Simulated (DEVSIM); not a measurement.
Device: illuminated InP p-on-n cell, one wavelength, at 300 K.

Layer 1 from the left is InP, thickness (μm) 0.100, Na (cm⁻³) 8.5e17, τn (s) 5.2e-9, τp (s) 4e-9, absorption coefficient (cm⁻¹) 64000. Layer 2 from the left is InP, thickness (μm) 1.80, Nd (cm⁻³) 1.2e17, τn (s) 6.4e-9, τp (s) 6.4e-9, absorption coefficient (cm⁻¹) 64000.

Left contact: ohmic, minority electron recombination velocity 400 cm/s. Right contact: ohmic, minority hole recombination velocity 2000 cm/s. Voltage is applied to the left contact. Recombination: SRH at mid-gap, radiative, Auger. Light enters at the left, 7.3e16 photons cm⁻² s⁻¹, one pass, no reflection. Mobility is μmin + (μ − μmin)/(1 + (N/Nref)^α).

This is a model device: material constants are rounded textbook-type values typed into the input, and sizes, dopings and lifetimes were drawn at random. Values at 300 K.

InP: gap (eV) 1.344, affinity (eV) 4.38, permittivity 12.5, Nc (cm⁻³) 5.7e17, Nv (cm⁻³) 1.1e19, μn (cm²/Vs) 5200, μp (cm²/Vs) 170, μn,min 400, μp,min 10, Nref,n 3e17, Nref,p 4.9e17, αn 0.47, αp 0.62, B (cm³/s) 1.2e-10, Cn (cm⁶/s) 9e-31, Cp (cm⁶/s) 9e-31.

Model (solved in DEVSIM): 1D drift-diffusion, Boltzmann statistics, complete ionisation; no tunnelling, impact ionisation, image-force lowering or self-heating.

Dark forward current:

```csv
|V| (V),|J| (A/cm²)
0.05,1.747e-10
0.10,6.076e-10
0.15,1.758e-9
0.20,4.860e-9
0.25,1.326e-8
0.30,3.602e-8
0.35,9.787e-8
0.40,2.663e-7
0.45,7.264e-7
0.50,1.987e-6
0.55,5.457e-6
0.60,1.507e-5
0.65,4.195e-5
0.70,0.0001185
0.75,0.0003438
0.80,0.001052
0.85,0.003547
0.90,0.01394
0.95,0.06589
1.00,0.3655
1.05,2.243
1.10,14.17
1.15,80.68
1.20,348.4
1.25,1292
1.30,4810
```

### Question
Work out the local ideality factor n = ΔV / (kT/q · ln(J2/J1)) between the rows 0.15 and 0.20 V, 1.05 and 1.10 V, 1.25 and 1.30 V.

### Answer
kT/q = 25.85 mV. From 0.15 to 0.20 V: ln(4.860e-9/1.758e-9) = 1.017, n = 1.90, near the 2 of recombination in the depletion region. From 1.05 to 1.10 V: ln(14.17/2.243) = 1.843, n = 1.05, near the 1 of diffusion or emission over a barrier. From 1.25 to 1.30 V: ln(4810/1292) = 1.315, n = 1.47; the layers' resistance at their doping, Σ W/(qμN) = 3.8e-6 Ω cm², would take 13 mV of this step of 50 mV.

### Question
What current could the absorbed light give at most, and what share is collected?

### Answer
Σ αd = 12.2, so qΦ(1 − exp(−Σ αd)) = 11.7 mA/cm². The simulated short-circuit current is 11.39 mA/cm², a share of 0.97.

### Question
Estimate the open-circuit voltage by superposition: the voltage at which the dark current equals that short-circuit current.

### Answer
Interpolating ln J in the table gives 0.893 V. The simulation gives 0.893 V, the same within the digits that matter. Superposition holds where collection doesn't change with voltage.

### Question
Estimate the fill factor from FF0 = (v − ln(v + 0.72))/(v + 1), v = qVoc/(nkT), with n from the dark curve.

### Answer
The rows about Voc, 0.85 and 0.90 V, give n = 1.41, so v = 24.4 and FF0 = 0.834. The simulation gives 0.816; the estimate lies 2.2 % above.
